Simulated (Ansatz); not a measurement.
## Effect of O → Te on La2O3

The reference is La2O3 (space group P-3m1, No. 164; a = 3.906 Å, c = 6.040 Å).

One thing is altered: every O is replaced by Te; the structure is relaxed again.

All numbers come from DFT with PBEsol, PAW potentials and a 420 eV plane-wave cutoff in Ansatz (an electronic-structure program), no SOC. Settings: 8×8×5 k-points, 0.05 eV Fermi–Dirac smearing, for the changed cell.

```csv
quantity,base,changed,shift
volume per atom,15.96 Å³,35.26 Å³,+19.294 Å³
density,6.78 g/cm³,6.22 g/cm³,-0.56 g/cm³
lattice parameter a,3.906 Å,5.147 Å,+1.241 Å
c/a ratio,1.546,1.493,-0.0538
space group,P-3m1 (No. 164),P-3m1 (No. 164),–
shortest interatomic distance,2.349 Å,3.118 Å,+0.7698 Å
band gap,3.77 eV,0.99 eV,-2.788 eV
gap character,"indirect, L → K",direct at Γ,–
hole mass,–,"0.21 mₑ along c, 0.26 mₑ across (at Γ)",–
"valence-band top at Γ (three highest levels, from the VBM)",–,"0.00, -0.64, -0.64 eV",–
```

Final structure:

```
La2Te3
1.0
    5.14735     0.00000     0.00000
   -2.57367     4.45773     0.00000
    0.00000     0.00000     7.68247
La Te
2 3
Direct
  0.33333   0.66667   0.22773
  0.66667   0.33333   0.77227
  0.00000   0.00000   0.00000
  0.33333   0.66667   0.64924
  0.66667   0.33333   0.35076
```

Cost of the whole job for the changed cell (relaxation, final SCF and bands): about 5 core-minutes (a rough figure).

With Te present, leaving out spin-orbit coupling can change the band edges. Masses are band curvatures over ±0.01 Å⁻¹ around the edge. Stability against distortions was not tested. As relaxed here, La2Te3 is a hypothetical phase, not in the database extracts checked.
